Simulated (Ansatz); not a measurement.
The starting structures come from a database of crystals and need not be the phases stable at ambient conditions.

Here is the system:

```
InBrSb2Se4
1.0
    4.01176     0.00000     0.00000
    0.00000    11.85012     0.01516
    2.00588    -4.93908     9.08809
In Sb Se Br
2 4 8 2
Direct
  0.66130   0.56512   0.67741
  0.33870   0.43488   0.32259
  0.70447   0.90166   0.59107
  0.29553   0.09834   0.40893
  0.04970   0.22330   0.90061
  0.95030   0.77670   0.09939
  0.09839   0.97231   0.80322
  0.90161   0.02769   0.19678
  0.67809   0.14392   0.64381
  0.32191   0.85608   0.35619
  0.46355   0.20887   0.07290
  0.53645   0.79113   0.92710
  0.21493   0.65777   0.57013
  0.78507   0.34223   0.42987
  0.10076   0.46924   0.79848
  0.89924   0.53076   0.20152
```

Space group of this cell: C2/m. The cell was relaxed by PBE-D3(BJ); by r2SCAN its mean pressure is 0.9 GPa.

Transport runs along the normal of the first two printed cell vectors.

No gap correction and no spin-orbit coupling; mid-gap values are interpolated between computed energies.

State the band gap and the smallest decay constant κ at mid-gap according to r2SCAN (Ansatz, a program for electronic structure).

Gap 1.23 eV on a 8×4×8 mesh; κ = 0.176 1/Å, at (0.000, 0.500) of the in-plane reciprocal vectors. At the zone centre, at the nearest computed energy, the slowest state has κ = 0.19 1/Å.
